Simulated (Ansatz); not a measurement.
Take TiO2 in the rutile structure (space group P4_2/mnm, No. 136) as the base.

```
TiO2
1.0
    4.54810     0.00000     0.00000
    0.00000     4.54810     0.00000
    0.00000     0.00000     2.91711
Ti O
2 4
Direct
  0.00000   0.00000   0.00000
  0.50000   0.50000   0.50000
  0.30396   0.30396   0.00000
  0.80396   0.19604   0.50000
  0.19604   0.80396   0.50000
  0.69604   0.69604   0.00000
```

Cartesian axes are those of the cell as printed.

Computed with Ansatz (a program for electronic structure) LDA, scalar-relativistic without spin-orbit coupling.

Before the change:

```
Item                Result
-------------  -----------
Gap character  direct at Γ
```

It is then changed as follows: uniaxial strain ε_zz = −0.60 %, all other strain components held at zero, atoms relaxed at fixed cell.

Q: How does this affect the gap character?

A: The gap character is still direct at Γ.

Q: How does this affect the energy relative to the base?

A: The energy increases by 0.6 meV/atom.

Whether these cells are dynamically stable was not tested. The final runs are not spin-polarised.
